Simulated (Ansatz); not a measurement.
An Ansatz (an electronic-structure program) input (Ansatz r2SCAN, spin-orbit coupling left out):

Ansatz 0.2 input:
```yaml
crystal:
  lattice:
    - [0, 2.7256550717, 2.7256550717]
    - [2.7256550717, 0, 2.7256550717]
    - [2.7256550717, 2.7256550717, 0]
  atoms:
    - { symbol: Ga, position: [0, 0, 0] }
    - { symbol: P, position: [0.25, 0.25, 0.25] }
basis: { ecutwfc: 500, ecutrho_ratio: 4, xc_grid: 4, fft_grid_basis: typed }
kpoints: { mp_grid: { grid: [10, 10, 10] } }
hamiltonian:
  xc: r2scan
  dispersion: none
  pseudopotentials: { kind: paw }
scf: { occupations: { method: fermi_dirac, width: 0.05 }, convergence: { dr2_threshold: 0.0000000002 } }
output: { forces: true, stress: true }
checkpoint: { write: state.ck, write_every: 1000 }
```

### Question
Which symmetry and how many k-points will the program report, and about how many plane waves at Γ?

### Answer
Space group F-43m (ITA 216) with 24 operations, k-points 47 of 1000, and 965 plane waves at Γ.

No phonon test of stability was made. The cell is GaP in the zinc blende structure (space group F-43m, No. 216).
